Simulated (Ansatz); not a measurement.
# CrN (R-3m, No. 166, 4 atoms in the cell; start mp-1232560)

The numbers are results of LDA (Ansatz, an electronic-structure program, PAW), not measurements.

Numerical settings: plane-wave cutoff 520 eV, 22×22×22 k mesh, Fermi–Dirac smearing 0.05 eV, spin-polarised start, scalar-relativistic PAW data made under PBE.

Cell (relaxed at this level):

Space group R-3m, hexagonal axes (No. 166); a = b = 2.940 Å, c = 6.511 Å, α = β = 90.00°, γ = 120.00°

```tsv
atom	site	symmetry	x	y	z
Cr	3a	-3m	0.0000	0.0000	0.0000
N	3b	-3m	0.0000	0.0000	0.5000
```
(The calculation used a cell of 4 atoms; values per cell refer to that cell.)

| Quantity | Value |
|---|---|
| band gap | zero (no gap) |
| bulk modulus B0 | 297 GPa |

Note: the magnetic order was assumed, not searched for or taken from measurement; the relaxation could not lower the start's symmetry, so the cell can be a saddle point above a distorted one; the bulk modulus is −V dP/dV from two relaxed cells at ±2 % in volume.

Computed values are for the static lattice.

The result took roughly 9 core-minutes.

A start named mp-… is a Materials Project structure, which need not be a measured phase.
